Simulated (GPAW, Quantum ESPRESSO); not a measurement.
A Quantum ESPRESSO input for a self-consistent single point of CoSi (P2_13, 8 atoms in the cell) (DFT, PBE, plane waves, PSlibrary ultrasoft (PBE) pseudopotentials):

```fortran
&CONTROL
 calculation = 'scf'
 prefix = 'run'
 outdir = './tmp/'
 pseudo_dir = './'
 tprnfor = .true.
 tstress = .true.
/
&SYSTEM
 ibrav = 0
 nat = 8
 ntyp = 2
 ecutwfc = 50
 ecutrho = 300
 occupations = 'smearing'
 smearing = 'gauss'
 degauss = 0.019992
/
&ELECTRONS
 conv_thr = 1e-10
/
ATOMIC_SPECIES
Co    58.9332  Co.pbe-n-rrkjus_psl.1.0.0.UPF
Si    28.0850  Si.pbe-n-rrkjus_psl.1.0.0.UPF
ATOMIC_POSITIONS {crystal}
Co    0.854100000    0.645900000    0.354100000
Co    0.645900000    0.354100000    0.854100000
Co    0.354100000    0.854100000    0.645900000
Co    0.145900000    0.145900000    0.145900000
Si    0.156540000    0.343460000    0.656540000
Si    0.343460000    0.656540000    0.156540000
Si    0.656540000    0.156540000    0.343460000
Si    0.843460000    0.843460000    0.843460000
K_POINTS {automatic}
9 9 9  0 0 0
CELL_PARAMETERS {angstrom}
   4.423006000     0.000000000     0.000000000
   0.000000000     4.423006000     0.000000000
   0.000000000     0.000000000     4.423006000
```

**Question.** Give the GPAW input for the same structure, mesh, smearing and functional.

**Answer.** One input that does it (others would too):

```python
from ase import Atoms
from ase.units import GPa
from gpaw import GPAW

atoms = Atoms(['Co', 'Co', 'Co', 'Co', 'Si', 'Si', 'Si', 'Si'],
              cell=[[4.423006, 0.000000, 0.000000],
                    [0.000000, 4.423006, 0.000000],
                    [0.000000, 0.000000, 4.423006]],
              positions=[[3.777689, 2.856820, 1.566186],
                         [2.856820, 1.566186, 3.777689],
                         [1.566186, 3.777689, 2.856820],
                         [0.645317, 0.645317, 0.645317],
                         [0.692377, 1.519126, 2.903880],
                         [1.519126, 2.903880, 0.692377],
                         [2.903880, 0.692377, 1.519126],
                         [3.730629, 3.730629, 3.730629]],
              pbc=True)

calc = GPAW(mode={'name': 'pw', 'ecut': 800},
            xc='PBE',
            kpts=(9, 9, 9),
            occupations={'name': 'methfessel-paxton', 'width': 0.272, 'order': 0},
            nbands=-14,
            convergence={'forces': 0.001},
            symmetry={'symmorphic': False, 'tolerance': 0.0005},
            maxiter=100,
            txt='-')

atoms.calc = calc

energy = atoms.get_potential_energy()
print('Energy (eV):', round(energy, 6))
forces = atoms.get_forces()
print('Forces (eV/Ang):')
print(forces.round(5))
stress = atoms.get_stress()
print('Stress (GPa, Voigt):', (stress / GPa).round(4))
```

Basis settings and potentials, where a program has them, do not carry over. This input uses DFT PBE, plane waves, GPAW PAW datasets PBE (gpaw-data 1.0.1).

The starting cell comes from a database of computed structures (which also holds hypothetical and non-ambient phases and stackings), without a prior relaxation at this level. Its lattice was rescaled by a random factor within 2.5 % of one.
